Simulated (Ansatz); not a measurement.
System: Ti2B2Ge (model structure, started from the Ti2InB2 type, P-6m2, No. 187, 5 atoms in the cell). Method: PBE (plane waves, PAW; Ansatz, an electronic-structure program).

The run printed, among other lines:

```
Relaxation: its limit of steps is 80 (relax.max_steps)
Crystal: 5 atoms, lattice volume = 59.900 Å³
Basis set: ecut = 520 eV, 1623 PW (Γ), exchange–correlation on 48×48×120 points (8 copies of the dense FFT grid, shifted against one another)
Bands: 27, of which v1, the nominal top of the filled ones, is band 22 counted from 1 (21 counted from 0)
Symmetry: 12 space group operations
Space group: P-6m2 (ITA 187), of the structure as read, at distance tolerance 3.9e-5 Å
k-points: 305 of 4608 (time reversal used)
Functional: x = pbe(κ = 0.804, μ = 0.2195149727645171), c = pbe(β = 0.06672455060314922)
SCF iter   1: F=—  HF=-9610.527143 eV  |F-HF|=—  |Δ(HF+E_count)|=         —  Δρ=3.59e-3  dr2=3.04e-2
SCF iter   2: F=—  HF=-9610.524532 eV  |F-HF|=—  |Δ(HF+E_count)|=   2.61e-3  Δρ=2.26e-3  dr2=1.49e-2
  ...
SCF 1 converged in 7 iterations: F = -9610.522018 eV  dr2 = 4.40e-8
Crystal: 5 atoms, lattice volume = 59.900 Å³
Initial density: handed on by an earlier stage of this run
SCF 2 converged in 6 iterations: F = -9610.522670 eV  dr2 = 1.22e-8
Crystal: 5 atoms, lattice volume = 59.900 Å³
SCF 3 converged in 6 iterations: F = -9610.522677 eV  dr2 = 1.26e-10
Crystal: 5 atoms, lattice volume = 59.900 Å³
SCF iter   7: F=-9610.522677 eV  HF=-9610.522677 eV  |F-HF|=1.82e-12  |Δ(HF+E_count)|=  1.82e-12  Δρ=9.62e-9  dr2=1.05e-13
SCF iter   8: F=-9610.522677 eV  HF=-9610.522677 eV  |F-HF|=1.82e-12  |Δ(HF+E_count)|=  1.82e-12  Δρ=3.05e-9  dr2=1.05e-14
SCF 4 converged in 8 iterations: F = -9610.522677 eV  dr2 = 1.05e-14
SCF converged after 8 iterations
Free energy (F): -9610.522677 eV
Internal energy: -9610.511682 eV  (E = F + TS)
E sigma→0 (E₀):  -9610.517180 eV
Fermi energy:    13.901210 eV
--- Forces (eV/Å), atoms counted from 1 ---
  atom   1  Ti    -0.00000000     0.00000000     0.00012521
  atom   2  Ti    -0.00000000     0.00000000    -0.00012521
  atom   3  Ge     0.00000000    -0.00000000    -0.00000000
  atom   4  B      0.00000000    -0.00000000    -0.00000000
  atom   5  B     -0.00000000     0.00000000     0.00000000
--- Stress (GPa, compression-positive) ---
       -3.253224      -0.000000      -0.000000
        0.000000      -3.253224       0.000000
       -0.000000       0.000000      -3.247342
  P = ⅓ Tr σ = -3.2513 GPa (-32.513 kbar)
```

Write an input file that could have produced this run (the log leaves some choices open).

This is not unique; one that fits is 
Ansatz 0.2 input:
```yaml
crystal:
  lattice:
    - [3.0584401688, -0.0000003005, 0.0]
    - [-1.5292198242, 2.6486870324, 0.0]
    - [0.0, 0.0, 7.3943238699]
  atoms:
    - { symbol: Ti, position: [0.3333333333, 0.6666666667, 0.7124411992] }
    - { symbol: Ti, position: [0.3333333333, 0.6666666667, 0.2875588008] }
    - { symbol: Ge, position: [0.0, 0.0, 0.0] }
    - { symbol: B, position: [0.0, 0.0, 0.5] }
    - { symbol: B, position: [0.6666666667, 0.3333333333, 0.5] }
basis:
  ecutwfc: 520
  ecutrho_ratio: 4
  xc_grid: 2
kpoints:
  mp_grid: { grid: [24, 24, 8] }
hamiltonian:
  xc: pbe
  dispersion: none
  pseudopotentials: { kind: paw }
scf:
  occupations: { method: fermi_dirac, width: 0.05 }
output:
  forces: true
  stress: true
  eigenvalues: true
relax:
  f_tol: 0.004
  escape_saddle: false
  max_steps: 80
  cell: { stress_tol: 0.02, fix: [volume] }
```

The cell is one volume of an energy–volume scan, off the minimum.

Note: the run has no spin polarisation, so it can have missed a magnetic state. Note: the relaxation could raise the start's symmetry but not lower it, so the cell can be a saddle point.

A model structure was made by putting elements into a prototype or built by hand; it is no filed structure, need not be a known phase, and can be a saddle point held by its symmetry.
